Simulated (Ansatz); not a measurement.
The reference is HfC in the rock salt structure (space group Fm-3m, No. 225; a = 4.652 Å).

(Cell as relaxed with PBE.)

Levels (all Ansatz, a quantum-chemistry and plane-wave program, PAW): PBE (420 eV, scalar-relativistic without spin-orbit coupling); PBEsol (420 eV, without spin-orbit coupling).

Each level relaxes its own structure.

```
quantity                  PBE  PBEsol
-------------------  --------  ------
volume per atom      12.58 Å³       ?
lattice parameter a   4.652 Å       ?
band gap                 zero       ?
```

Question: What does PBEsol give?

Answer: 
- volume per atom, PBEsol: 12.22 Å³
- lattice parameter a, PBEsol: 4.607 Å
- band gap, PBEsol: zero

PBE's volume per atom lies 0.36 Å³ above PBEsol's (2.9 %); PBE's lattice parameter a lies 0.0443 Å above PBEsol's (1.0 %); the two agree on the band gap. Neither level is exact; PBEsol is the comparison here, not a measurement.

No phonon test of stability was made. All final runs are without spin polarisation.
